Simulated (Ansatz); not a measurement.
Method: PBE (plane waves to 420 eV, PAW; Ansatz, a program for electronic structure).

Planar average of the electrostatic potential across the slab, in eV from the Fermi level, for the (111) surface of germanium, Si on all surface atoms, no caps (bottom of the slab: built like the top, H on every dangling bond, free):

(z (Å), V (eV)): (3.86, 4.33); (4.16, 4.33); (4.45, 4.33); (4.75, 4.33); (5.05, 4.33); (5.34, 4.33); (5.64, 4.33); (5.94, 4.33); (6.23, 4.32); (6.53, 4.31); (6.83, 4.27); (7.12, 4.19); (7.42, 3.99); (7.72, 3.50); (8.02, 2.25); (8.31, 2.16); (8.61, 2.15); (8.91, 0.00); (9.20, -3.25); (9.50, -6.13); (9.80, -8.60); (10.09, -9.44); (10.39, -8.32); (10.69, -5.75); (10.98, -2.88); (11.28, 0.21); (11.58, 1.92); (11.88, 1.85); (12.17, -0.05); (12.47, -3.12); (12.77, -5.86); (13.06, -8.16); (13.36, -9.15); (13.66, -8.28); (13.95, -6.01); (14.25, -3.32); (14.55, -0.25); (14.84, 1.81); (15.14, 2.03); (15.44, 0.54); (15.73, -2.48); (16.03, -5.36); (16.33, -7.85); (16.62, -9.20); (16.92, -8.65); (17.22, -6.42); (17.52, -3.71); (17.81, -0.61); (18.11, 1.82); (18.41, 2.40); (18.70, 1.41); (19.00, -1.52); (19.30, -4.91); (19.59, -8.19); (19.89, -10.78); (20.19, -10.75); (20.48, -7.60); (20.78, -3.21); (21.08, 0.72); (21.38, 2.76); (21.67, 3.76); (21.97, 4.22); (22.27, 4.44); (22.56, 4.53); (22.86, 4.58); (23.16, 4.60); (23.45, 4.61); (23.75, 4.61); (24.05, 4.61); (24.34, 4.61); (24.64, 4.61)

Slab: 36 atoms, 12.4 Å thick at the start with caps and adatoms (thin: gaps and levels are the slab's own); k 4x4x1, smearing 0.025 eV, dipole-corrected; 8 atoms held, the rest relaxed; symmetry of the start imposed; no spin (no spin-polarised run to compare, though such a face may carry moments), no spin-orbit, no U. The slab shows no gap over 0.04 eV on its mesh. In PBE it lies 0.23 eV a 1x1 cell over the lowest computed structure of the same composition (Si on all atoms bonded under the surface atoms, no caps).

The vacuum level lies 4.61 eV above the Fermi level over the top face and 4.33 eV above it under the bottom face.
